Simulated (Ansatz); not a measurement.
**Ba under a change: pressure 0.7 GPa**

The reference is Ba in the bcc (W type) structure (space group Im-3m, No. 229; a = 4.882 Å).

The change: a hydrostatic pressure of 0.7 GPa.

Method: Kohn–Sham DFT with the PBEsol functional, run in Ansatz (a quantum-chemistry and plane-wave program) with PAW and 420 eV plane waves, no spin-orbit coupling. k-mesh 14×14×14 (Γ-centred); smearing 0.05 eV (Fermi–Dirac).

The volume per atom shrinks by 3.95 Å³ (58.17 Å³ → 54.22 Å³) and the density rises by 0.29 g/cm³ (3.92 g/cm³ → 4.21 g/cm³). The lattice parameter a decreases by 0.113 Å, from 4.882 Å to 4.769 Å and the shortest interatomic distance shrinks by 0.098 Å to 4.130 Å. The enthalpy H = E + PV relative to the base's energy amounts to +0.25 eV/atom and the band gap is still zero.

Final structure:

```xyz
1
Lattice="-2.3844 2.3844 2.3844 2.3844 -2.3844 2.3844 2.3844 2.3844 -2.3844" Properties=species:S:1:pos:R:3 pbc="T T T"
Ba     0.0000     0.0000     0.0000
```

Cost of the whole job for the changed cell (relaxation, final SCF and bands): around 17 core-seconds (rough).

Load acts through the strain it causes; cell and atoms are relaxed under it. Stability against distortions was not tested.
